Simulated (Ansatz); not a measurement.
**CdS: S interstitial (started 2.29 Å from the nearest host atom)**

Take a 24-atom supercell of CdS in the wurtzite structure (space group P6_3mc, No. 186; a = 4.123 Å, c = 6.711 Å) at its relaxed geometry as the base.

The change: one S atom is added in an open site, starting 2.29 Å from the nearest host atom, atoms relaxed at fixed cell, starting from a slightly rattled geometry.

Level of theory: Ansatz (a quantum-chemistry and plane-wave program) PBEsol, scalar-relativistic without spin-orbit coupling. Settings: 3×3×4 k-points, 0.01 eV Fermi–Dirac smearing.

| quantity | base | changed | shift |
|---|---|---|---|
| pressure | 0.0 GPa | 2.4 GPa | +2.4 GPa |
| gap of the supercell | 1.09 eV | 0.65 eV | -0.44 eV |
| total moment of the cell | – | 0.0 μB | – |
| largest displacement of a host atom from its site in the perfect cell | – | 1.12 Å | – |
| final site of the added atom | – | 1 S at 2.06 Å and 4 Cd at 2.48–3.24 Å | – |

Other magnetic orders, which the real material may have, were not ruled out. In so small a cell the defect repeats every few ångströms: this is an ordered compound, not a dilute defect. Starting moments died away, wholly or in part, for S interstitial (started 2.29 Å from the nearest host atom); another magnetic solution may exist. The defect cell is spin-polarised and ends with 0.0 μB.
